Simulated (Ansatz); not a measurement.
Base system: Nb in the bcc (W type) structure (space group Im-3m, No. 229).

```yaml
crystal:
  lattice:
    - [-1.63565, 1.63565, 1.63565]
    - [1.63565, -1.63565, 1.63565]
    - [1.63565, 1.63565, -1.63565]
  atoms:
    - { symbol: Nb, position: [0.00000, 0.00000, 0.00000] }
```

Level of theory: Ansatz (an electronic-structure program) PBEsol, no spin-orbit coupling.

For the base:

| Quantity | Result |
|---|---|
| Lattice parameter a | 327.1 pm |

Now apply this change: every Nb is replaced by Lu; the structure is relaxed again.

### Question
How does this affect the lattice parameter a?

### Answer
The lattice parameter a increases by 54.9 pm, from 327.1 pm to 382.0 pm.

No phonon test of stability was made. For Lu in this form, whether it has been made was not checked. All final runs are without spin polarisation. This is not the structure that Lu has at room temperature and ambient pressure.
